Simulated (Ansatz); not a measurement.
**HgO (model structure, started from the CsCl type, Pm-3m, No. 221, 2 atoms in the cell)**

All values below come from PBE in Ansatz (PAW).

Settings: plane-wave cutoff 500 eV, 14×14×14 k mesh, Fermi–Dirac smearing 0.05 eV, scalar-relativistic PAW data made under PBE.

Cell (relaxed at this level):

```
HgO
1.0
    3.02039     0.00000     0.00000
    0.00000     3.02039     0.00000
    0.00000     0.00000     3.02039
Hg O
1 1
Cartesian
  0.00000   0.00000   0.00000
  1.51019   1.51019   1.51019
```

| Quantity | Value |
|---|---|
| band gap | none |

Note: the relaxation could raise the start's symmetry but not lower it, so the cell can be a saddle point.

Spin–orbit coupling is not included; it can shift volumes and moduli of such heavy elements.

Computed values are for the static lattice.

A model structure was made by putting elements into a prototype or built by hand; it is no filed structure, need not be a known phase, and can be a saddle point held by its symmetry.

Ansatz is a first-principles code.
